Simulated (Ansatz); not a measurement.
Cost and result by functional for the ionisation potential of the (100) surface of double perovskite Cs2AgBiBr6 in its 1x1 cell (cut with top plane 2 Br + 2 Cs, bottom plane 2 Br + 2 Cs), relaxed from an ideal cut (the real face may reconstruct), outermost plane spacing 2.89 Å in the ideal cut (one of several cuts of this face), with 2 Cs, 2 Br a cell over the bulk's ratio, in Ansatz (plane waves, PAW). Single points on the PBE structure, on one kind of machine; costs are rough ratios of the slab run's core time (references not counted) to the cheapest single point. r2SCAN's cost holds its higher cutoff (500 against 420 eV). Differences are taken against HSE06 for comparison alone: no measured value is at hand, so the table doesn't rank accuracy. HSE06 ran on a coarser k-mesh, which lowers its cost and carries part of its shift.

Model: 24-atom slab, Ag2Bi2Br14Cs6, 11.5 Å thick at the start, 3x3x1 mesh, Fermi-Dirac 0.025 eV, dipole correction, all atoms relaxed; symmetry of the start imposed; no spin, no spin-orbit, no U. These notes are the PBE run's.

```json
[
 {"functional": "RPBE", "relative cost": "1", "ionisation potential (eV)": "4.83", "less HSE06 (eV)": "-0.74"},
 {"functional": "LDA", "relative cost": "1", "ionisation potential (eV)": "5.13", "less HSE06 (eV)": "-0.44"},
 {"functional": "PBEsol", "relative cost": "1", "ionisation potential (eV)": "4.92", "less HSE06 (eV)": "-0.64"},
 {"functional": "r2SCAN", "relative cost": "2", "ionisation potential (eV)": "5.15", "less HSE06 (eV)": "-0.42"},
 {"functional": "HSE06", "relative cost": "30", "ionisation potential (eV)": "5.57", "less HSE06 (eV)": "0.00"},
 {"functional": "PBE (the relaxed run's value)", "relative cost": "–", "ionisation potential (eV)": "4.90", "less HSE06 (eV)": "-0.66"}
]
```

The values span 0.74 eV, while the single points' costs differ by a factor of roughly 30. Differences are of unrounded values.

Ansatz is an electronic-structure program.
